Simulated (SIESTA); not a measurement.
**Worked example: self-consistent single point of Be (P6_3/mmc, 2 atoms in the cell) in SIESTA**

Method: SIESTA with GGA PBE, numerical atomic orbitals TZP, PseudoDojo PBE standard norm-conserving potentials (rewritten from UPF to PSML).

Input:

```
# files in the folder: Be.psml (PseudoDojo PBE standard)
SystemName  Be
SystemLabel siesta

NumberOfAtoms                2
NumberOfSpecies              1
%block ChemicalSpeciesLabel
  1 4 Be
%endblock ChemicalSpeciesLabel
LatticeConstant              1.0 Bohr
%block LatticeVectors
     2.152917731   -3.728962547    0.000000000
     2.152917731    3.728962547    0.000000000
     0.000000000    0.000000000    6.731393429
%endblock LatticeVectors
AtomicCoordinatesFormat      Bohr
%block AtomicCoordinatesAndAtomicSpecies
     2.152917731    1.242987540    1.682848357  1
     2.152917731   -1.242987540    5.048545071  1
%endblock AtomicCoordinatesAndAtomicSpecies

XC.functional                GGA
XC.authors                   PBE
PAO.BasisSize                TZP
PAO.EnergyShift              0.01 Ry
PAO.Polarization.NonPerturbative true
MeshCutoff                   350 Ry
%block kgrid.MonkhorstPack
   14   0   0  0.0
    0  14   0  0.0
    0   0   8  0.0
%endblock kgrid.MonkhorstPack
OccupationFunction           FD
ElectronicTemperature        1160.45 K

MaxSCFIterations             150
SCF.Mixer.Method             Broyden
SCF.Mixer.Weight             0.2
SCF.Mixer.History            8
SCF.DM.Tolerance             1.0E-05
Diag.ParallelOverK           true
WriteForces                  true
```

Output (repeated stretches shortened):

```
reinit: Reading from file input.fdf

reinit: System Name: Be
reinit: System Label: siesta

coor:   Atomic-coordinates input format  =     Cartesian coordinates
coor:                                            (in Bohr units)

siesta: Atomic coordinates (Bohr) and species
siesta:      2.15292   1.24299   1.68285  1        1
siesta:      2.15292  -1.24299   5.04855  1        2

siesta: System type = bulk

initatomlists: Number of atoms, orbitals, and projectors:      2    14    16

siesta: ******************** Simulation parameters ****************************
redata: Spin configuration                          = none
redata: Time-Reversal Symmetry                      = T
redata: Number of Atomic Species                    =        1
redata: Mesh Cutoff                                 =   350.0000 Ry
redata: Net charge of the system                    =     0.0000 |e|
redata: Min. number of SCF Iter                     =        0
redata: Max. number of SCF Iter                     =      150
redata: SCF convergence failure will abort job
redata: SCF mix quantity                            = Hamiltonian
redata: Mix DM or H after convergence               =   F
redata: Recompute H after scf cycle                 =   F
redata: Mix DM in first SCF step                    =   T
redata: No kicks to SCF
redata: DM Mixing Weight for Kicks                  =     0.5000
redata: Require Harris convergence for SCF          =   F
redata: Harris energy tolerance for SCF             =     0.000100 eV
redata: Require DM convergence for SCF              =   T
redata: DM tolerance for SCF                        =     0.000010
redata: Require EDM convergence for SCF             =   F
redata: EDM tolerance for SCF                       =     0.001000 eV
redata: Require H convergence for SCF               =   T
redata: Hamiltonian tolerance for SCF               =     0.001000 eV
redata: Require (free) Energy convergence for SCF   =   F
redata: (free) Energy tolerance for SCF             =     0.000100 eV
redata: Using DFT-D3 dispersion                     =   F
redata: Using Saved Data (generic)                  =   F
redata: Method of Calculation                       = Diagonalization
redata: Electronic Temperature                      =  1160.4500 K
redata: Number of TDED substeps                     =        3
redata: Dynamics option                             = Single-point calculation
redata: Save all siesta data in one NC              =   F
redata: ***********************************************************************

%block SCF.Mixers
  Broyden
%endblock SCF.Mixers

%block SCF.Mixer.Broyden
  # Mixing method
  method broyden

  # Mixing options
  weight 0.2000
  weight.linear 0.2000
  weight.prime 0.2000
  history 8
%endblock SCF.Mixer.Broyden

DM_history_depth set to one: no extrapolation allowed by default for geometry relaxation
Size of DM history Fstack: 1
Total number of electrons:     8.000000
Total ionic charge:     8.000000

* ProcessorY, Blocksize:    1  15

* Orbital distribution balance (max,min):    14    14

k-point displ. along   1 input, could be:     0.00    0.50
k-point displ. along   2 input, could be:     0.00    0.50
k-point displ. along   3 input, could be:     0.00    0.50
 Kpoints in:          896 . Kpoints trimmed:          851

siesta: k-grid: Number of k-points = 851
siesta: k-points from Monkhorst-Pack grid
siesta: k-cutoff (effective) =    14.248 Ang
siesta: k-point supercell and displacements
siesta: k-grid:    14     0     0      0.000
siesta: k-grid:     0    14     0      0.000
siesta: k-grid:     0     0     8      0.000

diag: Algorithm                                     = D&C
diag: Parallel over k                               =   F
diag: Use parallel 2D distribution                  =   F
diag: Parallel block-size                           = 15
diag: Parallel distribution                         =     1 x     1
diag: Used triangular part                          = Lower
diag: Absolute tolerance                            =  0.100E-15
diag: Orthogonalization factor                      =  0.100E-05
diag: Memory factor                                 =  1.0000

superc: Internal auxiliary supercell:     9 x     9 x     5  =     405
superc: Number of atoms, orbitals, and projectors:    810   5670   6480

                        Single-point calculation

superc: Internal auxiliary supercell:     9 x     9 x     5  =     405
superc: Number of atoms, orbitals, and projectors:    810   5670   6480

outcell: Unit cell vectors (Ang):
        1.139275   -1.973282    0.000000
        1.139275    1.973282    0.000000
        0.000000    0.000000    3.562100

outcell: Cell vector modules (Ang)   :    2.278550    2.278550    3.562100
outcell: Cell angles (23,13,12) (deg):     90.0000     90.0000    120.0000
outcell: Cell volume (Ang**3)        :     16.0160
new_DM -- step:     1
Initializing Density Matrix...

Attempting to read DM from file... Failed...
DM filled with atomic data:

InitMesh: MESH = 24 x 24 x 48 = 27648
InitMesh: Mesh cutoff (required, used) =   350.000   408.833 Ry

stepf: Fermi-Dirac step function

        iscf     Eharris(eV)        E_KS(eV)     FreeEng(eV)     dDmax    Ef(eV) dHmax(eV)
   scf:    1     -726.695079     -758.770400     -758.776043  1.281003-14.133123  0.402093
   scf:    2     -758.770869     -758.770635     -758.776303  0.013122-14.126515  0.318590
   scf:    3     -758.771307     -758.770979     -758.776740  0.046659-14.102002  0.012714
   scf:    4     -758.770973     -758.770976     -758.776741  0.001872-14.101005  0.000330
   scf:    5     -758.770976     -758.770976     -758.776741  0.000034-14.101035  0.000266
   scf:    6     -758.770976     -758.770976     -758.776741  0.000029-14.101060  0.000214
   scf:    7     -758.770976     -758.770976     -758.776741  0.000023-14.101081  0.000172
   scf:    8     -758.770976     -758.770976     -758.776741  0.000019-14.101098  0.000138
   scf:    9     -758.770976     -758.770976     -758.776741  0.000015-14.101112  0.000111
   scf:   10     -758.770976     -758.770976     -758.776741  0.000012-14.101123  0.000089
   scf:   11     -758.770976     -758.770976     -758.776741  0.000010-14.101132  0.000071

SCF Convergence by DM+H criterion
max |DM_out - DM_in|         :     0.0000096986
max |H_out - H_in|      (eV) :     0.0000712890
SCF cycle converged after 11 iterations

Using DM_out to compute the final energy and forces

siesta: E_KS(eV) =             -758.7710

siesta: E_KS - E_eggbox =      -758.7710

siesta: Atomic forces (eV/Ang):
     1    0.000000    0.000105    0.000000
     2   -0.000000   -0.000105    0.000000
   Tot    0.000000   -0.000000    0.000000
   Max    0.000105
   Res    0.000060    sqrt( Sum f_i^2 / 3N )
   Max    0.000105    constrained

Stress tensor Voigt[x,y,z,yz,xz,xy] (kbar):       47.62       45.57        3.57       -0.00       -0.00        0.00
(Free)E + p*V (eV/cell)     -759.0992
Target enthalpy (eV/cell)     -758.7767

siesta: Program's energy decomposition (eV):
siesta: Ebs     =      -535.113431
siesta: Eions   =       702.091480
siesta: Ena     =        87.583415
siesta: Ekin    =       471.716072
siesta: Enl     =      -481.187682
siesta: Eso     =         0.000000
siesta: Edftu   =         0.000000
siesta: DEna    =        -1.841300
siesta: DUscf   =         0.073307
siesta: DUext   =         0.000000
siesta: Ex      =      -124.617609
siesta: Ec      =        -8.405698
siesta: Exc     =      -133.023308
siesta: Eharris =      -758.770976
siesta: Etot    =      -758.770976
siesta: FreeEng =      -758.776741

siesta: Stress tensor (static) (eV/Ang**3):
siesta:     0.029721    0.000000   -0.000000
siesta:     0.000000    0.028445   -0.000000
siesta:    -0.000000   -0.000000    0.002229

siesta: Cell volume =         16.015991 Ang**3

siesta: Pressure (static):
siesta:                Solid            Molecule  Units
siesta:          -0.00021926         -0.00021929  Ry/Bohr**3
siesta:          -0.02013175         -0.02013461  eV/Ang**3
siesta:         -32.25461423        -32.25919983  kBar
```

The run converged in 11 iterations.

The starting cell has typed, rounded lattice constants, without a prior relaxation at this level. Its lattice was rescaled by up to half a per cent. Values carry the incompleteness of an atom-centred basis. With a pressure of about -3 GPa the cell is away from its equilibrium volume at this level.

Cost on one core of a shared machine: roughly 40 s.
